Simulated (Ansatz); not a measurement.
**MgS under a change: biaxial strain +1.67 %, plane normal [111], relaxed out of plane**

Consider MgS in the rock salt structure (space group Fm-3m, No. 225; a = 5.182 Å). Axes: x, y, z lie along the cube axes.

It is then changed as follows: biaxial strain +1.67 %, plane normal [111], relaxed out of plane (Cartesian); in-plane vectors clamped, the third vector and the atoms free.

Method: PBEsol (Ansatz, an electronic-structure program; PAW; 420 eV plane waves; spin-orbit coupling left out). Settings: 11×11×11 k-points, 0.05 eV Fermi–Dirac smearing.

The volume per atom rises by 0.42 Å³ (17.39 Å³ → 17.81 Å³) and the space group becomes R-3m (No. 166) (base: Fm-3m (No. 225)). The shortest interatomic distance increases by 0.021 Å, from 2.591 Å to 2.612 Å and the energy grows by 4.9 meV/atom. The band gap decreases by 0.21 eV to 2.52 eV and the gap character is indirect, Γ → F. The smallest direct gap falls by 0.35 eV, from 3.69 eV to 3.34 eV and the valence-band top at Γ (three highest levels, from the VBM) goes from 0.00, 0.00, 0.00 eV to 0.00, -0.23, -0.23 eV. The out-of-plane strain is -0.93 % and the ratio −ε⊥/ε∥ comes out as 0.56. The mean in-plane stress (compression positive) is -2.7 GPa.

Final structure (turned so that z lies along the plane normal):

```
CELL_PARAMETERS angstrom
      3.72542     0.00000     0.00000
      1.86271     3.22631     0.00000
      1.86271    -1.07544     2.96401
ATOMIC_POSITIONS crystal
  Mg 0.00000 0.00000 0.00000
  S  0.00000 0.50000 0.50000
```

Whether these cells are dynamically stable was not tested. k-point labels follow each cell's own Brillouin zone.
